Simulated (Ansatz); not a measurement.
Adsorption energy and surface dipole of O on the 1x1 (101) surface of tetragonal HfO2 (a metastable polymorph) (cut with top plane O), one in a 2x1 cell, started at the site 'over O at depth 1.5 Å', worked from the runs' numbers; total energies count from the potentials' own zero.

Host crystal: tetragonal HfO2, with a band gap (PBE, scalar-relativistic without spin-orbit coupling).

Calculation: PBE (plane waves to 420 eV, PAW; Ansatz, a first-principles code).

Slab: 37 atoms, 7.6 Å thick at the start under the adsorbate (thin: gaps and levels are the slab's own); k 3x3x1, smearing 0.01 eV, dipole-corrected; 16 atoms held, the rest relaxed; held to the start's symmetry, so lower structures may exist; spin-polarised, ending with about 2.0 μB a cell; orders that need a larger cell were not tried, no spin-orbit, no U, no dispersion correction. At the end it is bonded to 2 Hf. In PBE it is, or lies within 0.03 eV of, the lowest of the starts that converged.

```
quantity                                                             value
----------------------------------------------------------  --------------
slab with the adsorbate                                     -202894.793 eV
clean slab, same cell and mesh                              -202331.940 eV
reference, ½ O2(g)                                             -564.968 eV
area of the cell                                                  45.99 Å²
change of the step from the bottom to the top vacuum level        0.105 eV
```

Task: What is the adsorption energy against this reference?

Result: E(slab + adsorbate) − E(slab) − E(reference) = 2.12 eV, so in this state the adsorbate is less stable than in the reference, at a coverage of 2.17 a nm².

Task: What dipole does adsorption add to the slab along the outward normal (Helmholtz relation, ε₀ = 0.005526 e/(V·Å))?

Result: p = −ε₀·A·ΔV = -0.027 e·Å = -0.13 D; its negative end points to the vacuum, which raises the vacuum level.
